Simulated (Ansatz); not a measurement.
Input and output of a relaxation of cell and atoms for Zr2Al (I4/mcm, 6 atoms in the cell) (Ansatz, a first-principles code).

Level of theory: PBEsol, PAW files made with PBE (plane waves; Ansatz).

```
CELL_PARAMETERS angstrom
     -3.40325     3.40325     2.67265
      3.40325    -3.40325     2.67265
      3.40325     3.40325    -2.67265
ATOMIC_POSITIONS crystal
  Zr 0.34860 0.15140 0.50000
  Zr 0.65140 0.84860 0.50000
  Zr 0.15140 0.65140 0.80280
  Zr 0.84860 0.34860 0.19720
  Al 0.25000 0.25000 0.00000
  Al 0.75000 0.75000 0.00000
```

Reference input (self-consistent single point, DFT, PBEsol, plane waves, PAW files made with PBE): kpoints.mp_grid.grid = 5 5 5; hamiltonian.xc = pbesol; hamiltonian.pseudopotentials = {kind: paw} (the program's default PAW files); scf.occupations.method = gaussian; scf.occupations.width = 0.1 eV. This run's input differs from it in these lines:

```diff
@@ -25,2 +25,4 @@
     width: 0.1
+relax:
+  cell: {}
 output:
```

Output, abridged:

```
   [... SCF lines of the steps left out ...]
relax step   1: F+E_penalty+E_count = -17565.60985862 eV  Δ(F+E_penalty+E_count) = +0.000e0 eV  max|allowed force component| = 2.039e-4 eV/Å  Δτ_max = 0.0000 Å  P = -1.238 GPa  Ω = 123.820 Å³  (7 SCF iters, dr2 threshold 1.00e-7 eV, accepted)
relax step   2: F+E_penalty+E_count = -17565.60715837 eV  Δ(F+E_penalty+E_count) = +2.700e-3 eV  max|allowed force component| = 5.705e-3 eV/Å  Δτ_max = 0.0022 Å  P = +1.582 GPa  Ω = 120.521 Å³  energy of the carried Pulay correction = +2.254e-4 eV  [...]
relax step   3: F+E_penalty+E_count = -17565.61582040 eV  Δ(F+E_penalty+E_count) = -5.962e-3 eV  max|allowed force component| = 7.579e-4 eV/Å  Δτ_max = 0.0013 Å  P = -0.022 GPa  Ω = 122.347 Å³  energy of the carried Pulay correction = +9.991e-5 eV  [...]
relax step   4: F+E_penalty+E_count = -17565.61572731 eV  Δ(F+E_penalty+E_count) = +9.310e-5 eV  max|allowed force component| = 7.623e-4 eV/Å  Δτ_max = 0.0000 Å  P = -0.024 GPa  Ω = 122.347 Å³  stress off target by 2.92e-2 GPa  SCF on the basis [...]
basis re-selected at this cell: Δ(F+E_penalty+E_count) = +9.310e-5 eV, ΔP = -0.001 GPa vs the last step
the relaxation is at rest under the 16 symmetry operations that the run kept from its start: a minimum is not shown …
Stability not checked: this state was not tested for a lower state beside it, because too few of the mixer's solves of this state at the end of the SCF gave a …
Free energy (F): -17565.615727 eV
Internal energy: -17565.579011 eV  (E = F + TS)
   [... lines left out ...]
Fermi energy:    11.955823 eV
  cell:  # Å, volume = 122.3466 Å³
   [... lines left out ...]
    - { symbol: Zr, position: [0.6512620754090569, 0.848737924590943, 0.5000000000000001] }
    - { symbol: Zr, position: [0.15126207540905706, 0.651262075409057, 0.802524150818114] }
    - { symbol: Zr, position: [0.848737924590943, 0.348737924590943, 0.19747584918188602] }
    - { symbol: Al, position: [0.25, 0.25, -1.3274114550083883e-20] }
    - { symbol: Al, position: [0.75, 0.75, -1.327411455008388e-20] }
```

The run converged. 

Summary of the result:
* **Free energy E − TS (on the zero of these files)**: -17565.6157 eV
* **Fermi level (on the code's own zero)**: 11.96 eV
* **Pressure**: -0.02 GPa
* **Largest force (vector length)**: 0.001 eV/Å
* **Final cell**: a = 5.4827 Å, b = 5.4827 Å, c = 5.4827 Å, α = 103.65°, β = 103.65°, γ = 121.86°
* **Final volume per atom**: 20.39 Å³
* **Relaxation steps**: 4

The starting cell comes from a database of computed structures (which also holds hypothetical and non-ambient phases and stackings), without a prior relaxation at this level. Its lattice was rescaled by a random factor within 2.5 % of one. The relaxation keeps the symmetry of its start, so its end need not be a minimum. Ansatz's pressure includes its estimate of the finite-basis (Pulay) stress.

Keys are those of Ansatz 0.2.
